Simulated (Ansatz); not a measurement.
# Carrier properties of BeSe (F-43m)

Given:

```yaml
crystal:
  lattice:
    - [0.00000, 2.58887, 2.58887]
    - [2.58887, 0.00000, 2.58887]
    - [2.58887, 2.58887, 0.00000]
  atoms:
    - { symbol: Be, position: [0.00000, 0.00000, 0.00000] }
    - { symbol: Se, position: [0.25000, 0.25000, 0.25000] }
```

All values below come from PBE, rigid bands (plane waves, PAW, scalar-relativistic; Ansatz, a first-principles code). Condition of this run: functional PBE, cell relaxed with it. Geometry: cell and atoms relaxed with PBE.

* **band gap**: 2.67 eV
* **electron conductivity mass (300 K, dilute)**: 0.37 mₑ
* **effective density of states N_c (300 K)**: 2.0e19 cm⁻³
* **density-of-states mass, electrons**: 0.85 mₑ
* **Seebeck coefficient, n-type 1e19 cm⁻³, 300 K**: -277 μV/K
* **best n-type power factor at 300 K for τ = 10 fs (best axis; densities from 1e16 to 1e21 cm⁻³ tried, whether or not they can be reached)**: 8.8 μW/(cm·K²) at 1e20 cm⁻³

Rigid bands; masses and Seebeck coefficients take one relaxation time τ for all states and one kind of carrier; polarons and phonon drag are left out. Spin-orbit coupling is left out.
